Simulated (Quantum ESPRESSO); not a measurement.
Pressure against volume in CsCl-type AuZn (space group 221) (Quantum ESPRESSO, LDA)

```
AuZn
1.0
    3.02749     0.00000     0.00000
    0.00000     3.02749     0.00000
    0.00000     0.00000     3.02749
Zn Au
1 1
Direct
  0.50000   0.50000   0.50000
  0.00000   0.00000   0.00000
```

Level of theory: LDA (PZ), GBRV 1.5 ultrasoft (LDA) pseudopotentials (plane waves; Quantum ESPRESSO). Settings: ecutwfc = 65 Ry; ecutrho = 520 Ry; occupations = smearing; smearing = fermi-dirac; degauss = 0.0036749 Ry; potentials = {Zn: zn_lda_v1.uspp.F.UPF, Au: au_lda_v1.uspp.F.UPF}; K_POINTS = automatic 19 19 19 0 0 0; conv_thr = 1e-10 Ry. The cell above is the first row's. The rows scale it uniformly. In all rows fractional positions and the k mesh are held.

```csv
V (Å^3/atom),P (GPa)
13.874,?
14.176,7.78
14.478,3.70
14.779,0.16
15.081,-2.94
15.383,-5.66
15.684,-8.01
15.986,-10.09
16.287,-11.90
```

The 8 complete rows are fitted with a cubic, P against V. With u = V - 15.2, the rows have u = -1.0240, -0.7220, -0.4210, -0.1190, 0.1830, 0.4840, 0.7860, 1.0870. Least squares gives P = -4.061 - 9.0953·u + 2.0780·u² - 0.3204·u³. Residuals (row less fit): 0.004, -0.010, 0.000, 0.009, -0.002, 0.003, -0.008, 0.004; standard error 0.008 (degrees of freedom: 4). The fitted pressure is zero at V0 = 14.79, where dP/dV = -10.94, so B0 = -V0·dP/dV = 162 GPa.

Task: What does the fit predict for P at V = 13.874, and how far is the calculated value from it?

Result: u = -1.3260, so P = -4.061 - 9.0953 × (-1.3260) + 2.0780 × (-1.3260)² - 0.3204 × (-1.3260)³ = 12.400 GPa. The calculation gives 12.37 GPa, 0.030 GPa below the prediction (0.1 % of the range of P in the table). The row lies outside the fitted rows, so this is an extrapolation. From the scatter of the fitted rows alone, a prediction at this place has a standard error of 0.022 GPa, so the miss is 1.3 times that.

Carrying the step between the two nearest rows on in a straight line would have given 11.86, off by 0.51; series whose last step already gives the withheld value aren't shown. The scan was laid around a cell of about the measured size, scaled by a guess for this functional. The runs keep the symmetry of the cell, so they don't test it for distortions. Spin-orbit coupling is off. Cutoffs and mesh are single choices, not tested for convergence of this quantity. Series with a scatter that would blur these digits, or in which a gap closes, are not shown.
